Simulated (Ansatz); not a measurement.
Amorphous silicon oxide (Si24O47), 71 atoms at 2.20 g/cm³, one PBE-relaxed geometry, zone centre. Methods: PBE, scalar-relativistic without spin-orbit coupling (Ansatz, a quantum-chemistry and plane-wave program); r2SCAN, scalar-relativistic without spin-orbit coupling (Ansatz); HSE06, scalar-relativistic without spin-orbit coupling (Ansatz). Plane waves to 420 eV (r2SCAN 500 eV); exact exchange is cut at the cell's faces. The usual formal charges leave 2 electrons over, so the level spacing at the Fermi energy parts defect or band states and needn't be the band gap. At PBE the levels at the filled edge of the gap are localised (band-tail or defect states), and the nearest spread-out levels lie 5.5 eV apart at the zone centre. All rungs ran without spin polarisation.

It comes from a melt-quench run on a machine-learned potential (CHGNet), relaxed afterwards by DFT. O atoms were pushed apart under 1.9 Å during the dynamics, to hinder bonds among them. The hot cell started wider than the set density and was brought back towards it in steps. It is the lowest in DFT energy of 2 quenches. It is a model cell: composition and starting density were chosen by hand, and all elements were melted together. No dispersion term was used. Its density started from a set value of 2.20 and ended at 2.20 g/cm³. The quench (nominally 320 K/ps over its main leg) was far faster than any real one, so the model tends to hold more defects than a real film. Values belong to this one cell and scatter from quench to quench. The volume was held where the preparation left it and the shape relaxed, at a PBE pressure of 0.5 GPa. Stress components on the final sampling reach 1.5 GPa. Cycles of charging lowered its energy after that relaxation.

The relaxation ran on the zone centre alone. At PBE the level spacing at the Fermi energy is 4.50 eV on a 2×2×2 Γ-centred mesh, and the spacing at the zone centre alone 4.56 eV.

Task: What zone-centre spacing does r2SCAN give, roughly?

Result: 5.05 eV (+0.49 eV against PBE).

Task: What zone-centre spacing does HSE06 give, roughly?

Result: 5.91 eV (+1.35 eV against PBE).

The highest filled and the lowest empty state spread over these numbers of atoms (participation numbers): PBE: 6.7 and 12.9; r2SCAN: 6.4 and 11.0; HSE06: 6.0 and 14.3.
